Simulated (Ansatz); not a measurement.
The parent structure is SiO$_{2}$ in the rutile structure (space group P4_2/mnm, No. 136).

```
SiO2
1.0
    4.19450     0.00000     0.00000
    0.00000     4.19450     0.00000
    0.00000     0.00000     2.67848
Si O
2 4
Cartesian
  0.00000   0.00000   0.00000
  2.09725   2.09725   1.33924
  1.28376   1.28376   0.00000
  3.38101   0.81349   1.33924
  0.81349   3.38101   1.33924
  2.91074   2.91074   0.00000
```

Cartesian axes are those of the cell as printed.

Method: plane-wave PAW DFT at the PBEsol level (Ansatz, a first-principles code, 420 eV), no spin-orbit coupling.

Base values:

Electron mass: 0.37 mₑ along c, 0.47 mₑ across (at Γ)
Volume per atom: 7.85 Å³
Band gap: 5.35 eV
Hole mass: 1.8 mₑ along c, 1.1 mₑ across (at Γ)
Valence-band top at Γ: 0.00, -0.88, -0.88 eV

Perturbation: tensile biaxial strain of 0.60 % in the plane normal to [001], as in epitaxy on a mismatched substrate; the out-of-plane cell vector and the atoms relax.

How does this affect the electron mass?

The electron mass goes from 0.37 mₑ along c, 0.47 mₑ across (at Γ) to 0.37 mₑ out of plane, 0.46 mₑ in plane (at Γ).

Estimate the effect on the volume per atom.

The volume per atom rises by 0.07 Å³, from 7.85 Å³ to 7.92 Å³.

What happens to the band gap?

The band gap shrinks by 0.097 eV (5.35 eV → 5.26 eV).

Predict the new hole mass.

The hole mass goes from 1.8 mₑ along c, 1.1 mₑ across (at Γ) to 1.9 mₑ out of plane, 1.1 mₑ in plane (at Γ).

What happens to the valence-band top at Γ?

The valence-band top at Γ (three highest levels, from the VBM) goes from 0.00, -0.88, -0.88 eV to 0.00, -0.87, -0.87 eV.

Masses are band curvatures over ±0.01 Å⁻¹ around the edge. Whether these cells are dynamically stable was not tested.
